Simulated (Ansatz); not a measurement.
## Ta2C (space group P4/nmm, No. 129; a hypothetical phase, not in the database extracts checked)

```xyz
6
Lattice="3.4952 0.0000 0.0000 0.0000 3.4952 0.0000 0.0000 0.0000 6.4674" Properties=species:S:1:pos:R:3 pbc="T T T"
Ta     0.0000     0.0000     0.0000
Ta     1.7476     1.7476     0.0000
Ta     1.7476     0.0000     2.3785
Ta     0.0000     1.7476     4.0889
C      1.7476     0.0000     4.6900
C      0.0000     1.7476     1.7774
```

All numbers come from Ansatz (a first-principles code) PBE-D3(BJ), no spin-orbit coupling. Settings: 13×13×7 k-points, 0.05 eV Fermi–Dirac smearing.

- Volume per atom = 13.17 Å³
- Density = 15.72 g/cm³
- Band gap = zero
- Total energy = -6705.291 eV/atom (σ→0; compares only within this code and set-up)

No phonon test of stability was made. All final runs are without spin polarisation. The program warned that a D3 coordination switch lies within reach, so dispersion energies are less smooth here.
